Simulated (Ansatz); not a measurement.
# MoS2: tensor shear ε_yz = +3.15 %

Base system: MoS2 in the 3R-MoS2 type structure (space group R3m, No. 160; layered, stacked along the Cartesian z axis).

```
MoS2
1.0
    1.58761     0.91661     6.19494
   -1.58761     0.91661     6.19494
    0.00000    -1.83321     6.19494
Mo S
1 2
Direct
  0.00000   0.00000   0.00000
  0.75030   0.75030   0.75030
  0.58300   0.58300   0.58300
```

Cartesian axes are those of the cell as printed.

Perturbation: a pure shear with ε_yz = ε_zy = 0.0315, atoms relaxed at fixed cell.

Calculations: Kohn–Sham DFT with the r2SCAN+rVV10 functional, run in Ansatz (a first-principles code) with PAW and 500 eV plane waves, no spin-orbit coupling. Γ-centred 12×12×12 mesh, Fermi–Dirac width 0.05 eV.

The space group changes from R3m (No. 160) to Cm (No. 8) and the shortest interatomic distance decreases by 0.0058 Å to 2.398 Å. The energy increases by 4.3 meV/atom and the pressure (mean of the normal stresses, compression positive) rises by 0.26 GPa to 0.25 GPa. The band gap drops by 0.03 eV to 0.99 eV and the gap character comes out as indirect, A → C. The hole mass goes from 0.85 mₑ along k, 0.69 mₑ across (at T) to 0.74 mₑ along x, 0.63 mₑ along y, 0.85 mₑ along z (at T) and the largest internal atomic displacement amounts to 0.091 Å. The stress (xx, yy, zz, yz, xz, xy; compression positive) is (-0.12, 0.28, 0.60, -1.31, 0.00, 0.00) GPa.

Final structure:

```yaml
crystal:
  lattice:
    - [1.58761, 1.11175, 6.22381]
    - [-1.58761, 1.11175, 6.22381]
    - [0.00000, -1.63807, 6.13719]
  atoms:
    - { symbol: Mo, position: [0.99996, 0.99996, 0.00009] }
    - { symbol: S, position: [0.73374, 0.73374, 0.78348] }
    - { symbol: S, position: [0.59960, 0.59960, 0.54974] }
```

Cost of the whole job for the changed cell (relaxation, final SCF and bands): very roughly 14 core-minutes.

The cells carry an imposed strain or load. Effective masses come from finite differences of ±0.01 Å⁻¹. Along k means along the line from Γ to the band edge. Stability against distortions was not tested. Labels are those of the standard path for the cell's own space group.
